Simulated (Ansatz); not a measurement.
Mo3Ir (model structure, started from the D019 type, P6₃/mmc, No. 194, 8 atoms in the cell) was calculated with r²SCAN (Ansatz, a first-principles code, plane waves, PAW).

Settings: plane-wave cutoff 560 eV, 12×12×12 k mesh, Fermi–Dirac smearing 0.05 eV, no spin polarisation, scalar-relativistic PAW data made under PBE.

Cell (relaxed at this level):

```
CELL_PARAMETERS angstrom
      5.61628     0.00000     0.00000
     -2.80814     4.86384     0.00000
      0.00000     0.00000     4.46719
ATOMIC_POSITIONS crystal
  Mo 0.83458 0.66917 0.25000
  Mo 0.16542 0.83458 0.75000
  Mo 0.33083 0.16542 0.25000
  Mo 0.16542 0.33083 0.75000
  Mo 0.83458 0.16542 0.25000
  Mo 0.66917 0.83458 0.75000
  Ir 0.33333 0.66667 0.25000
  Ir 0.66667 0.33333 0.75000
```

What does this level give for the bulk modulus?


- bulk modulus = 288 GPa

Note: the run has no spin polarisation, so it can have missed a magnetic state; the bulk modulus is −V dP/dV from two relaxed cells at ±2 % in volume; the relaxation could raise the start's symmetry but not lower it, so the cell can be a saddle point.

Spin–orbit coupling is not included.

Static lattice: no zero-point or thermal effects.

A model structure was made by putting elements into a prototype or built by hand; it is no filed structure, need not be a known phase, and can be a saddle point held by its symmetry.
